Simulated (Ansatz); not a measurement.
SiGe, liquid, 64 atoms, at several temperatures near zero pressure, 5.6 to 7.2 ps sampled at each; residual pressures blur the volumes. The numbers are results of PBE (plane waves, PAW; Ansatz, an electronic-structure program), not measurements. The rows are independent simulations of a few picoseconds. k-points: one point, (1/4, 1/4, 1/4); no spin polarisation or spin-orbit coupling. On one frame of each DFT run, denser k-meshes moved the pressure by 0.07 to 0.13 GPa and the forces by up to 0.10 eV/Å rms. Nuclei are classical. No melting point of this composition is cited, so it may be supercooled at 1311, 1596 K. Block errors of the runs reach ±13 K and ±0.09 GPa; they miss slow fluctuations and the cell's size. Runs that failed, or whose walks weren't shown free of jumps between electronic states, aren't listed. In preparation the cell's shape was held. The atoms began on random sites, so units and networks may differ from a laboratory melt's. Diffusion coefficients are uncertain by up to 33 % (spread between four groups of atoms) and carry no finite-size correction.

| T (K) | P (GPa) | V (Å³/atom) | first peak of g(Si-Si) (Å) | its height | D(Ge) (10⁻⁵ cm²/s) | D(Si) (10⁻⁵ cm²/s) |
|---|---|---|---|---|---|---|
| 1311 | -0.15 | 21.10 | 2.43 | 3.1 | 15 | 14 |
| 1596 | -0.17 | 21.67 | 2.43 | 2.9 | 21 | 23 |
| 1954 | -0.29 | ? | 2.42 | 2.5 | 26 | 25 |

Fit V linearly in T on the other rows and predict the withheld entries (an extrapolation); show the fit.


- Volume per atom (Å³): the line through the two other rows gives V = 18.48 + 0.00200 × T, so 22.39 at T = 1954. The run gave 22.83, 0.44 above the line (26 % of the span of this column). The slope means a mean volume expansion coefficient of about 9.1 × 10⁻⁵ per K. The residual pressures, -0.29 to -0.15 GPa, aren't corrected for.
